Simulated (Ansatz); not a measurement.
We consider rock-salt LaTe, described by r²SCAN (PAW; Ansatz, an electronic-structure program).

Numerical settings: plane-wave cutoff 560 eV, 16×16×16 k mesh, Fermi–Dirac smearing 0.05 eV, scalar-relativistic PAW data made under PBE.

Results at a series of volumes:

```tsv
V (Å³/atom)	E − E_lowest (meV/atom)	P (GPa)
32.186	24.84	4.10
32.871	10.63	2.58
33.556	2.56	1.22
34.240	0.00	0.00
34.925	2.38	-1.09
35.610	9.17	-2.07
36.295	19.93	-2.95
```

Task: Estimate the bulk modulus from the pressures at 33.556 and 34.925 Å³/atom, and compare it with a fit to all energies.

Result: B = −V dP/dV. Between V = 33.556 and 34.925 Å³/atom, dP/dV = (-1.09 − (1.22))/(34.925 − 33.556) = -1.69 GPa per Å³/atom; at the midpoint 34.240 Å³/atom this gives B ≈ 57.8 GPa. The third-order Birch–Murnaghan fit gives V0 = 34.241 Å³/atom, B0 = 57.7 GPa, B′ = 4.5, which lies within 1 % of that estimate.

Spin–orbit coupling is not included; it can open a gap where bands touch, and shift volumes and moduli.

Static lattice: no zero-point or thermal effects.

Cost on a shared machine: roughly 5 core-minutes.
